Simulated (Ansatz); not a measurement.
Start from TlCl in the rock salt structure (space group Fm-3m, No. 225; a = 6.333 Å; a model cell, its experimental status unchecked). Axes: x, y, z lie along the cube axes.

Computed with PBEsol in Ansatz (plane waves to 420 eV, PAW, spin-orbit coupling left out).

Perturbation: the cell is stretched by 0.82 % along x with no lateral relaxation, atoms relaxed at fixed cell.

Problem. Predict the stress tensor and what it implies for the stiffness.

Solution. Stress of the strained cell less that of the base (GPa, compression positive):
```
  -0.39    0.00    0.00
   0.00   -0.08    0.00
   0.00    0.00   -0.08
```

Then −Δσ_ii/ε with ε = 0.0082 gives relaxed-ion elastic constants: C11 ≈ 47 GPa.

Stability against distortions was not tested. This is not the structure that TlCl has at room temperature and ambient pressure.

Ansatz is a program for electronic structure.
